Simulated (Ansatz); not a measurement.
Abridged Ansatz (a program for electronic structure) output:

```
Pseudopotential: Sr, paw, valence charge 10
Pseudopotential: Ti, paw, valence charge 12
Pseudopotential: O, paw, valence charge 6
Crystal: 5 atoms, lattice volume = 66.811 Å³
Basis set: ecut = 500 eV, 1743 PW (Γ), exchange–correlation on 120×120×120 points (64 copies of the dense FFT grid, shifted against one another)
Bands: 25, of which v1, the nominal top of the filled ones, is band 20 counted from 1 (19 counted from 0)
Symmetry: 48 space group operations
k-points: 35 of 512
Functional: x = r2scan, c = r2scan; τ floored in thin density (d = 2e-4 eV/Å³)
SCF iter   1: F=—  HF=-7774.146874 eV  |F-HF|=—  |Δ(HF+E_count)|=         —  Δρ=5.49e-2  dr2=2.13e0  dr2_τ=2.73e-1  ethr=3.10e-3  ⟨swp⟩=7.6  Hψ=4538  notcnv=0
SCF iter   2: F=—  HF=-7774.282629 eV  |F-HF|=—  |Δ(HF+E_count)|=   1.36e-1  Δρ=2.95e-2  dr2=4.14e-1  dr2_τ=4.48e-2  ethr=3.10e-3  ⟨swp⟩=3.0  Hψ=1973  notcnv=0  defer=32
SCF 1 converged in 10 iterations: F = -7774.325474 eV  dr2 = 5.50e-11
SCF converged after 10 iterations
Free energy (F): -7774.325474 eV
Internal energy: -7774.325474 eV  (E = F + TS)
E sigma→0 (E₀):  -7774.325474 eV
Fermi energy:    9.123106 eV
--- Forces (eV/Å), atoms counted from 1 ---
  atom   1  Sr    -0.00000000     0.00000000    -0.00000000
  atom   2  Ti     0.00000000    -0.00000000     0.00000000
  atom   3  O      0.00000000     0.00000000     0.00000000
  atom   4  O      0.00000000     0.00000000    -0.00000000
  atom   5  O     -0.00000000    -0.00000000     0.00000000
--- Stress (GPa, compression-positive) ---
      -16.718046       0.000000       0.000000
        0.000000     -16.718046      -0.000000
        0.000000      -0.000000     -16.718046
  P = ⅓ Tr σ = -16.7180 GPa (-167.180 kbar)
```

What was computed, and what are the main results?

SrTiO3, 5 atoms in the cell, with Kohn–Sham DFT with the r2SCAN functional, run in Ansatz with PAW and 500 eV plane waves, without spin-orbit coupling, earlier PAW set. The last SCF converged to F = -7774.325474 eV, or -1554.8651 eV per atom, at a pressure of -16.72 GPa. The total energy compares only with runs of the same code, potentials and settings.

Single points use the geometry relaxed with PBE. The cells carry an imposed strain or load. Stability against distortions was not tested. All final runs are without spin polarisation. The cell was made from SrTiO3 in the cubic perovskite structure (space group Pm-3m, No. 221) by this change: isotropic strain +3.08 %. Many cubic perovskites are stable only at high temperature; tilts and polar distortions were not tested.
